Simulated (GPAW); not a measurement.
A relaxation of cell and atoms of InSb (F-43m, 2 atoms in the cell) with GPAW.

Method: PBE, GPAW PAW datasets PBE (gpaw-data 1.0.1) (plane waves; GPAW).

```
CELL_PARAMETERS angstrom
      0.00000     3.34679     3.34679
      3.34679     0.00000     3.34679
      3.34679     3.34679     0.00000
ATOMIC_POSITIONS crystal
  In 0.00000 0.00000 0.00000
  Sb 0.25000 0.25000 0.25000
```

Reference input (self-consistent single point, DFT PBE, plane waves, GPAW PAW datasets PBE (gpaw-data 1.0.1)): mode = pw; ecut = 600 eV; xc = PBE; kpts = 9 9 9; mesh shift (steps) = 0 0 0; occupations.name = fermi-dirac; occupations.width = 0.1 eV; nbands = -6; convergence.density = 1e-05 e/electron; convergence.energy = 1e-05 eV/electron; symmetry.symmorphic = false; symmetry.tolerance = 0.0005. This run's input differs from it in these lines:

```diff
@@ -1,2 +1,4 @@
 from ase import Atoms
+from ase.filters import FrechetCellFilter
+from ase.optimize import LBFGS
 from ase.units import GPa
@@ -23,2 +25,10 @@
 
+target = FrechetCellFilter(atoms)
+
+opt = LBFGS(target, logfile='-')
+converged = opt.run(fmax=0.05, steps=40)
+print('Relaxation converged:', converged)
+print('Cell:', atoms.cell.cellpar().round(4))
+print(atoms.get_scaled_positions().round(5))
+
 energy = atoms.get_potential_energy()
```

Output (repeated stretches shortened):

```
     iter     time        total  log10-change:
                         energy   eigst   dens
iter:   1 --:--:--    -7.491696
iter:   2 --:--:--    -7.510871   -0.66  -1.46
iter:   3 --:--:--    -7.465383   -1.45  -1.47
iter:   4 --:--:--    -7.480636   -2.51  -1.86
iter:   5 --:--:--    -7.459615   -2.44  -1.97
iter:   6 --:--:--    -7.458129   -3.96  -2.87
iter:   7 --:--:--    -7.459022   -4.50  -2.93
iter:   8 --:--:--    -7.457570   -3.84  -2.82
iter:   9 --:--:--    -7.457548   -5.31  -3.75
iter:  10 --:--:--    -7.457568c  -5.91  -3.74
iter:  11 --:--:--    -7.457543c  -6.15  -3.54
iter:  12 --:--:--    -7.457557c  -7.01  -3.80
iter:  13 --:--:--    -7.457581c  -6.95  -3.75
iter:  14 --:--:--    -7.457466c  -4.93  -3.73
iter:  15 --:--:--    -7.457464c  -6.60  -4.20
iter:  16 --:--:--    -7.457459c  -6.78  -4.23
iter:  17 --:--:--    -7.457460c  -7.28  -4.40
iter:  18 --:--:--    -7.457460c  -8.12c -4.43
iter:  19 --:--:--    -7.457459c  -8.02c -4.46
iter:  20 --:--:--    -7.457459c  -9.25c -4.58
iter:  21 --:--:--    -7.457459c  -9.38c -4.68
iter:  22 --:--:--    -7.457459c  -7.88c -4.82
iter:  23 --:--:--    -7.457459c  -9.36c -5.04c
Converged after 23 iterations.

Dipole moment: (-4.055629, -4.055629, -4.055629) |e|*Ang

Energy contributions relative to reference atoms: (reference = -336256.977908)

Kinetic:         +8.324761
Potential:       -8.829531
External:        +0.000000
XC:              -7.300698
Entropy (-ST):   -0.003089
Local:           +0.349553
SIC:             +0.000000
--------------------------
Free energy:     -7.459003
Extrapolated:    -7.457459

Showing only first 2 kpts
 Kpt  Band  Eigenvalues  Occupancy
  0    12      3.78319    1.65286
  0    13      3.78319    1.65286
  0    14      3.78319    1.65285
  0    15      6.74717    0.00000

  1    12      3.39672    1.99123
  1    13      3.39672    1.99123
  1    14      4.88014    0.00016
  1    15      6.35909    0.00000

Fermi level: 3.93924

No gap
   [... lines left out ...]
Occupation numbers: Fermi-Dirac:
Atomic positions and initial magnetic moments
Free energy:     -7.461948
Fermi level: 3.99599
No gap
Occupation numbers: Fermi-Dirac:
Atomic positions and initial magnetic moments
Free energy:     -7.468253
Fermi level: 4.27872
No gap
   [... lines left out ...]
     0.000000    -0.000097     0.000000
     0.000000     0.000000    -0.000097

Forces in eV/Ang:
  0 In   -0.00000   -0.00000   -0.00000
  1 Sb   -0.00000   -0.00000   -0.00000

LBFGS:    2 --:--:--       -7.468253        0.003515
Relaxation converged: True
Cell: [ 4.6778  4.6778  4.6778 60.     60.     60.    ]
[[0.   0.   0.  ]
 [0.25 0.25 0.25]]
Energy (eV): -7.467029
Stress (GPa, Voigt): [-0.0156 -0.0156 -0.0156  0.      0.      0.    ]
```

The run converged. GPAW prints stress with tension positive. 

Summary of the result:
- Free energy E − TS (from the program's reference atoms) = -7.4683 eV
- Fermi level (on the code's own zero) = 4.28 eV
- Pressure = 0.02 GPa
- Final cell = a = b = c = 4.678 Å, α = β = γ = 60.00°
- Final volume per atom = 36.19 Å³
- Relaxation steps = 2

The starting cell comes from a database of computed structures (which also holds hypothetical and non-ambient phases and stackings), without a prior relaxation at this level. Its lattice was rescaled by a random factor within 2.5 % of one. The relaxation keeps the symmetry of its start, so its end need not be a minimum. The run gives no clean gap (levels at the Fermi energy touch, overlap or are partly filled at this smearing), which alone does not show that the compound is a metal.

Cost on one core of a shared machine: roughly 2 min.
